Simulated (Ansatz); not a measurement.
NbAs (Pm-3m): band-structure transport figures

```yaml
crystal:
  lattice:
    - [3.21751, 0.00000, 0.00000]
    - [0.00000, 3.21751, 0.00000]
    - [0.00000, 0.00000, 3.21751]
  atoms:
    - { symbol: Nb, position: [0.00000, 0.00000, 0.00000] }
    - { symbol: As, position: [0.50000, 0.50000, 0.50000] }
```

The numbers are results of PBE, rigid bands (plane waves, PAW, scalar-relativistic; Ansatz, a program for electronic structure), not measurements. Condition of this run: functional PBE, cell relaxed with it. Geometry: cell and atoms relaxed with PBE.

```
Item                                                             Result
------------------------------------  ---------------------------------
density of states at the Fermi level  1.17 states/(eV·cell), both spins
bare Sommerfeld coefficient                   1.38 mJ/(mol of atoms·K²)
Drude plasma energy                                              5.0 eV
root-mean-square Fermi velocity                               5.2e5 m/s
resistivity times τ                                   19.6 ×10⁻²² Ω·m·s
```

A metal at this level (no band gap); rigid bands, thermally averaged at 300 K, both spins. Spin-orbit coupling is left out. τ is one relaxation time for all states.

Computed structure with no diffraction record at hand here (it may be known, metastable or hypothetical): NbAs (Pm-3m).
